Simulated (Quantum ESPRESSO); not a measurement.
Input and output of a self-consistent single point for Sr2NiN2 (I4mm, 5 atoms in the cell) (Quantum ESPRESSO).

Level of theory: PBEsol, PseudoDojo standard norm-conserving (PBESOL) pseudopotentials (plane waves; Quantum ESPRESSO).

```
Sr2NiN2
1.0
   -1.92577     1.92577     6.23609
    1.92577    -1.92577     6.23609
    1.92577     1.92577    -6.23609
Sr Ni N
2 1 2
Direct
  0.35687   0.35687   0.00000
  0.65294   0.65294   0.00000
  0.00591   0.00591   0.00000
  0.86515   0.86515   0.00000
  0.14683   0.14683   0.00000
```
Moments meant for the start (each program seeds them in its own way; μB, in the order of the atoms Sr Sr Ni N N): 0.0 0.0 2.0 0.0 0.0.

Reference input (self-consistent single point, DFT, PBEsol, plane waves, GBRV 1.5 ultrasoft (PBESOL) pseudopotentials): ecutwfc = 50 Ry; ecutrho = 400 Ry; occupations = smearing; smearing = gauss; degauss = 0.0036749 Ry; nspin = 2; potentials = {Sr: sr_pbesol_v1.uspp.F.UPF, Ni: ni_pbesol_v1.4.uspp.F.UPF, N: n_pbesol_v1.2.uspp.F.UPF}; K_POINTS = automatic 5 5 5 0 0 0; conv_thr = 1e-10 Ry; mixing_beta = 0.4. This run's input differs from it in these lines:

```diff
@@ -13,4 +13,3 @@
    ntyp = 3
-   ecutwfc = 50
-   ecutrho = 400
+   ecutwfc = 100
    occupations = 'smearing'
@@ -26,5 +25,5 @@
 ATOMIC_SPECIES
-Sr    87.6200  sr_pbesol_v1.uspp.F.UPF
-Ni    58.6934  ni_pbesol_v1.4.uspp.F.UPF
-N     14.0070  n_pbesol_v1.2.uspp.F.UPF
+Sr    87.6200  Sr.upf
+Ni    58.6934  Ni.upf
+N     14.0070  N.upf
 ATOMIC_POSITIONS crystal
```

The program printed (abridged):

```
     Self-consistent Calculation

     iteration #  1     ecut=   100.00 Ry     beta= 0.40

---- Real-time Memory Report at c_bands before calling an iterative solver
           298 MiB given to the printing process from OS
           286 MiB allocation reported by mallinfo(arena+hblkhd)
------------------

     total energy              =    -513.10145707 Ry
     estimated scf accuracy    <       1.59781018 Ry

     total magnetization       =     2.00 Bohr mag/cell
     absolute magnetization    =     2.15 Bohr mag/cell

     iteration #  2     ecut=   100.00 Ry     beta= 0.40

   [... lines left out ...]

     iteration # 17     ecut=   100.00 Ry     beta= 0.40

---- Real-time Memory Report at c_bands before calling an iterative solver
           465 MiB given to the printing process from OS
           378 MiB allocation reported by mallinfo(arena+hblkhd)
------------------

     Magnetic moment per site  (integrated on atomic sphere of radius R)
     atom   1 (R=0.159)  charge=  7.3805  magn=  0.0229
     atom   2 (R=0.159)  charge=  7.3795  magn=  0.0220
     atom   3 (R=0.106)  charge= 14.7514  magn=  0.9596
     atom   4 (R=0.106)  charge=  3.5267  magn=  0.2779
     atom   5 (R=0.106)  charge=  3.5286  magn=  0.2743
     End of self-consistent calculation

     the Fermi energy is     9.0443 ev

!    total energy              =    -513.66293341 Ry
     estimated scf accuracy    <          2.8E-11 Ry
     smearing contrib. (-TS)   =      -0.00010998 Ry
     internal energy E=F+TS    =    -513.66282343 Ry

     total magnetization       =     1.95 Bohr mag/cell
     absolute magnetization    =     2.20 Bohr mag/cell

     convergence has been achieved in  17 iterations

     Forces acting on atoms (cartesian axes, Ry/au):

     atom    1 type  1   force =     0.00000000    0.00000000    0.00010209
     atom    2 type  1   force =     0.00000000    0.00000000    0.00250334
     atom    3 type  2   force =     0.00000000    0.00000000   -0.00033947
     atom    4 type  3   force =     0.00000000    0.00000000    0.00706707
   [... lines left out ...]

     Total force =     0.011977     Total SCF correction =     0.000004

          total   stress  (Ry/bohr**3)                   (kbar)     P=      -36.45
  -0.00022326   0.00000000   0.00000000          -32.84        0.00        0.00
   0.00000000  -0.00022326   0.00000000            0.00      -32.84        0.00
   0.00000000   0.00000000  -0.00029683            0.00        0.00      -43.66

   JOB DONE.
```

The run converged in 17 iterations. Against the reference run the pressure moves little (-3.60 to -3.65 GPa), the largest force goes from 0.221 to 0.240 eV/Å and the size of the net moment stays at 0.39 μB/atom.

The starting cell comes from a database of computed structures (which also holds hypothetical and non-ambient phases and stackings), without a prior relaxation at this level. With one magnetic atom in the cell only a parallel order is possible. With a pressure of about -4 GPa the cell is away from its equilibrium volume at this level.

Cost on one core of a shared machine: roughly 8 min.
